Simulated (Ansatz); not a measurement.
Response to strain in MgO

Start from MgO in the rock salt structure (space group Fm-3m, No. 225; a = 4.204 Å). Axes: x, y, z lie along the cube axes.

Strains are applied to the cell and any free atomic positions relax; under biaxial strain the out-of-plane vector relaxes too.

The values are results of DFT with r2SCAN, PAW potentials and a 500 eV plane-wave cutoff in Ansatz (a program for electronic structure), no spin-orbit coupling, not measurements.

Candidates:
(a) biaxial strain +2.00 %, plane normal [001], relaxed out of plane
(b) biaxial strain +0.50 %, plane normal [001], relaxed out of plane
(c) biaxial strain +3.00 %, plane normal [001], relaxed out of plane
(d) biaxial strain +1.50 %, plane normal [001], relaxed out of plane

### Question
Order them by out-of-plane strain, lowest first.

### Answer
(c) biaxial strain +3.00 %, plane normal [001], relaxed out of plane (-1.69 %), (a) biaxial strain +2.00 %, plane normal [001], relaxed out of plane (-1.16 %), (d) biaxial strain +1.50 %, plane normal [001], relaxed out of plane (-0.88 %), (b) biaxial strain +0.50 %, plane normal [001], relaxed out of plane (-0.30 %)

No phonon test of stability was made.
